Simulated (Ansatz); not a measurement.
Structures of equal composition on the (0001) surface of hcp Ti: a layer of Al in place of the second plane; a layer of Al in place of the third plane. The slabs share one bottom face, and each structure is named by its start. These are constructed structures in small cells; real faces may alloy, dewet or reconstruct in larger ones, and not all known structures of the face are among them. Slabs of about 12 Å with all that they carry, Fermi-Dirac smearing of 0.1 eV. Bottom of the slabs: a bare face, its two planes held. Relaxed from the named starts with such symmetry as they have, on meshes of like density; energies extrapolated to zero smearing; no spin-orbit coupling, no U. Spin-polarised runs, if any, are marked in brackets, and their order is one that fits the cell; the others ran without spin.

The numbers are results of PBE (plane waves to 420 eV, PAW; Ansatz, a quantum-chemistry and plane-wave program), not measurements.

### Question
Order them by energy per 1x1 cell (lowest first) at the level PBE.

### Answer
a layer of Al in place of the third plane (0.000 eV), a layer of Al in place of the second plane (0.130 eV)
